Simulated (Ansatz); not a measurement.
System: rock-salt CsH. Method: PBE0 in Ansatz (plane waves, PAW).

Numerical settings: plane-wave cutoff 500 eV, 6×6×6 k mesh, gaussian smearing 0.02 eV, scalar-relativistic PAW data made under PBE.

Cell (relaxed with r²SCAN):

```cif
data_HCs
_chemical_formula_sum 'Cs1 H1'
_space_group_name_H-M_alt 'P 1'
_space_group_IT_number 1
_cell_length_a 4.51312
_cell_length_b 4.51312
_cell_length_c 4.51312
_cell_angle_alpha 60.000
_cell_angle_beta 60.000
_cell_angle_gamma 60.000
loop_
_space_group_symop_operation_xyz
  'x, y, z'
loop_
_atom_site_label
_atom_site_type_symbol
_atom_site_fract_x
_atom_site_fract_y
_atom_site_fract_z
_atom_site_occupancy
Cs1 Cs 0.00000 0.00000 0.00000 1
H1 H 0.50000 0.50000 0.50000 1
```

Give the computed band gap.


* **band gap**: 3.97 eV (on the SCF k mesh)

Spin–orbit coupling is not included.

Static lattice: no zero-point or thermal effects.

It cost roughly 60 core-seconds of CPU time.

Ansatz is a quantum-chemistry and plane-wave program.
